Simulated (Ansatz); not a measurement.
# NiAs-type NiSb: elastic constant C12 by level of theory

No measured value is used here.

```
level (code)     value (GPa)  cell (Å³/atom)
---------------  -----------  --------------
LDA (Ansatz)             111           16.38
PBE (Ansatz)            88.0           17.65
PBEsol (Ansatz)          [?]           16.83
```

Q: Some entries are withheld; supply them.

A: 
- PBEsol (Ansatz, a program for electronic structure), value (GPa): 103

The crystal itself was run without spin with LDA, PBE, PBEsol. Each level is taken at its own relaxed cell. Ansatz's density-functional and Hartree–Fock values are scalar-relativistic unless marked +SOC, with PAW data made under PBE.
